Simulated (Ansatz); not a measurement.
Ansatz (a program for electronic structure), DFT, HSE06, plane waves, its default PAW files: diamond-structure Si, 2 atoms. Basis and mesh were picked for this test and aren't claimed converged.

Ansatz 0.2 input:
```yaml
crystal:
  lattice:
    - [0.0, 2.7155, 2.7155]
    - [2.7155, 0.0, 2.7155]
    - [2.7155, 2.7155, 0.0]
  atoms:
    - { symbol: Si, position: [0.0, 0.0, 0.0] }
    - { symbol: Si, position: [0.25, 0.25, 0.25] }
kpoints:
  mp_grid: { grid: [8, 8, 8] }
hamiltonian:
  xc: hse06
  pseudopotentials: { kind: paw }
scf:
  occupations: { method: fixed }
  exx: { build: pair_densities, ecutfock_ratio: 2 }
output:
  forces: true
```

```bash
OMP_NUM_THREADS=88 ANSATZ_TIMINGS=1 ansatz run --backend cpu --threads 88 --max-ram 200GiB --events-out run.ndjson --runs-dir run.runs --progress --plain run.yaml
```

The program reports k-points after symmetry: 29, bands at the start: 8, electrons: 8, plane waves at Γ: 749, cutoff (eV): 420, FFT grid: 27×27×27, symmetry operations: 48.

Hardware: AMD EPYC (Zen 5), 96 cores on 1 socket, no SMT, 12 L3 cache groups; 94 cores' worth of CPU time may be used.

On 88 threads this takes 16 s. Wall times, medians of two to five repeats, each run alone on the node (launch to exit). Unless noted, each process is bound to its own block of adjacent cores. The times hold for this build (release build for x86-64 with AVX-512, one process with threads). Scratch files lie in a memory file system.

Q: Speed this job up; the result has to stay within 1.0 meV/atom in energy. Keep to 88 cores.

A: One answer among several that fit: going from scf.exx.build = pair_densities, scf.exx.ecutfock_ratio = 2 to scf.exx.build = auto (default), scf.exx.ecutfock_ratio = not set, one of the fastest among the values tried that keep the result.

```diff
-  exx: { build: pair_densities, ecutfock_ratio: 2 }
```

Time: 16 s to 1.3 s (12× as fast). Applications of H to a band go from 13217 to 13216. These two results differ by: energy under 0.001 meV/atom. Others tried: scf.exx.energy_threshold = 0.001 eV, scf.exx.build = auto (default), scf.exx.ecutfock_ratio = not set (1.3 s); scf.exx.energy_threshold = 1e-07 eV, scf.exx.build = auto (default), scf.exx.ecutfock_ratio = not set (1.3 s); scf.exx.build = auto_tight, scf.exx.ecutfock_ratio = not set (1.3 s); scf.exx.build = auto (default), scf.exx.warmup_dr2_ratio = 0.1, scf.exx.ecutfock_ratio = not set (1.3 s); scf.exx.build = pair_densities, scf.exx.ecutfock_ratio = 1 (15 s); scf.exx.build = pair_densities, scf.exx.ecutfock_ratio = 4 (16 s); scf.exx.build = pair_densities, scf.exx.ecutfock_ratio = not set (17 s). Repeats scatter by up to 6 %.
